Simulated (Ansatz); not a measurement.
## zinc-blende AlP: the defect Si_P

Computed with PBE, PAW (plane waves to 420 eV; Ansatz, a first-principles code). A 2×2×2 supercell of 64 sites was used; the energies come from a 2×2×2 shifted sampling of its zone. Site at the start: the P site. Energies of charged states are corrected for periodic images (point charge plus alignment at distant sites). Dielectric constants: PBE linear response of the host. Host gap at this level: 1.63 eV. A cell of this size leaves errors of a few tenths of an eV. The semilocal functional narrows the gap, so deep levels can fall outside it. Spin–orbit coupling is left out. Each state is the lowest found from its start.

Formation energies E_f are given with the Fermi level at the valence-band maximum. Chemical conditions: P-rich (Δμ(P) = 0.00 eV, Δμ(Si) = -0.45 eV, bounded by SiP2 (Pbam); only phases computed here count, gases as isolated molecules at 0 K). Reference phases: P: black phosphorus, Si: silicon.

| charge | moment (μB) | largest move off a lattice site (Å) | image correction with alignment (eV) | E_f, P-rich (eV) | above the lowest spin state (eV) |
|---|---|---|---|---|---|
| +1† | 2.0 | 0.10 | 0.10 | – | 0.00 |
| +1* | not spin-polarised | 0.10 | – | – | 0.07 |
| 0 | 1.0 | 0.06 | 0.00 | 3.27 | 0.00 |
| −1 | not spin-polarised | 0.03 | 0.17 | 3.67 | 0.00 |

* At this level the carrier isn't localised at the defect: . Such a state is shallow or no state of the defect, and this cell gives it no level.

† Not settled in this cell, so no level is given: charge +1: a level filled in part, level within 0.1 eV of a band edge or past it.

Transition levels above the valence-band maximum: ε(0/−1) = 0.40 eV. With a charge missing or unsettled, these needn't be thermodynamic levels.
